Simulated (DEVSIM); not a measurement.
System: abrupt Ge n-p junction, at 400 K.

Layer 1 from the left is Ge, thickness (μm) 0.120, Nd (cm⁻³) 9.2e14, τn (s) 1.6e-5, τp (s) 1.6e-5. Layer 2 from the left is Ge, thickness (μm) 4.80, Na (cm⁻³) 3.3e17, τn (s) 1.6e-5, τp (s) 1.6e-5.

Left contact: ohmic. Right contact: ohmic. Voltage is applied to the left contact. Recombination: SRH at mid-gap, Auger. Mobility is constant in doping.

The device is made up for the run: typed textbook-type constants, with dimensions and the other settings drawn at random. Values at 300 K; Nc and Nv go as T^1.5, mobilities as T to minus their exponent, the gap by Varshni's rule with the affinity fixed.

Ge: gap (eV) 0.664, affinity (eV) 4, permittivity 16, Nc (cm⁻³) 1.04e19, Nv (cm⁻³) 6e18, μn (cm²/Vs) 3900, μp (cm²/Vs) 1900, T exponent of μn 1.66, T exponent of μp 2.33, Cn (cm⁶/s) 1e-31, Cp (cm⁶/s) 1e-31, Varshni α (eV/K) 0.000477, Varshni β (K) 235.

DEVSIM, 1D drift-diffusion, Boltzmann statistics, complete ionisation; no tunnelling, impact ionisation, image-force lowering or self-heating.

### Question
What does the simulation give for the largest field in the device at zero bias, the potential step across the device at zero bias?

### Answer
largest field in the device at zero bias 32000 V/cm; potential step across the device at zero bias 0.199 V.
